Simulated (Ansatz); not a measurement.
The reference is BaAg₂GeS₄ (space group I-42m, No. 121).

```
CELL_PARAMETERS angstrom
     -3.36319     3.36319     4.02520
      3.36319    -3.36319     4.02520
      3.36319     3.36319    -4.02520
ATOMIC_POSITIONS crystal
  Ge 0.50000 0.50000 0.00000
  Ag 0.75000 0.25000 0.50000
  Ag 0.25000 0.75000 0.50000
  S  0.53375 0.53375 0.38351
  S  0.46625 0.84976 0.00000
  S  0.15024 0.15024 0.61649
  S  0.84976 0.46625 0.00000
  Ba 0.00000 0.00000 0.00000
```

Cartesian axes are those of the cell as printed.

Computed with PBEsol (Ansatz, a program for electronic structure), spin-orbit coupling left out.

Strains are applied to the cell and any free atomic positions relax.

One change was made to it. Results:

```tsv
quantity	base	after
band gap	0.48 eV	0.41 eV
width of the top valence band	1.42 eV	1.56 eV
pressure (mean of the normal stresses, compression positive)	0.00 GPa	1.43 GPa
smallest direct gap	0.94 eV	0.82 eV
```

Q: Name the change that was made.
A) uniaxial strain ε_zz = −0.75 %
B) uniaxial strain ε_zz = −3.00 %
C) uniaxial strain ε_zz = −1.50 %
D) uniaxial strain ε_zz = −2.25 %

A: B, uniaxial strain ε_zz = −3.00 %. For comparison, the pressure in the other runs: uniaxial strain ε_zz = −0.75 % gives 0.34 GPa; uniaxial strain ε_zz = −2.25 % gives 1.05 GPa; uniaxial strain ε_zz = −1.50 % gives 0.69 GPa.

No phonon test of stability was made.
